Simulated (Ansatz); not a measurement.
We consider B20 (FeSi-type) CoSi, described by PBE-D4 in Ansatz (plane waves, PAW).

Run with plane-wave cutoff 520 eV, 12×12×12 k mesh, Fermi–Dirac smearing 0.05 eV, no spin polarisation, scalar-relativistic PAW data made under PBE.

Shape and atoms are relaxed at each volume.

Pressure at four volumes; x = ln(V/10.544 Å³). One pressure is withheld.

```json
[
 {"V (Å³/atom)": "10.123", "x": "-0.0407", "P (GPa)": "?"},
 {"V (Å³/atom)": "10.333", "x": "-0.0202", "P (GPa)": "5.08"},
 {"V (Å³/atom)": "10.544", "x": "0.0000", "P (GPa)": "-0.01"},
 {"V (Å³/atom)": "10.966", "x": "0.0392", "P (GPa)": "-8.58"}
]
```

Q: Pass a parabola P(x) through the three rows shown, estimate the bulk modulus and its pressure derivative near zero pressure, and predict the withheld pressure.

A: Slopes between the rows: (-0.01 − (5.08))/(0.0000 − (-0.0202)) = -251.98 and (-8.58 − (-0.01))/(0.0392 − (0.0000)) = -218.62 GPa. Their difference over the span 0.0594 is c = 33.36/0.0594 = 561.6 GPa, so P(x) = 5.08 + (-251.98)(x − (-0.0202)) + 561.6 (x − (-0.0202))(x − (0.0000)). At the middle row B = −dP/dx = −[-251.98 + 561.6 × 0.0202] = 240.6 GPa, and B′ = dB/dP = 2c/B = 4.7. At x = -0.0407 the parabola gives 10.71 GPa; the run gives 10.79 GPa. The Birch–Murnaghan fit to the energies at all volumes has B0 = 240 GPa and B′ = 4.8.

Measured, for comparison: bulk modulus 207 GPa (temperature not stated, not corrected to a static lattice; as tabulated in Electronic Structure of B20 (FeSi-Type) Transition-Metal Monosilicides …). Computed (rounded) less measured: bulk modulus +16 %.

Note: the bulk modulus comes from volumes at which shape and atoms were relaxed.

Ansatz is a quantum-chemistry and plane-wave program.
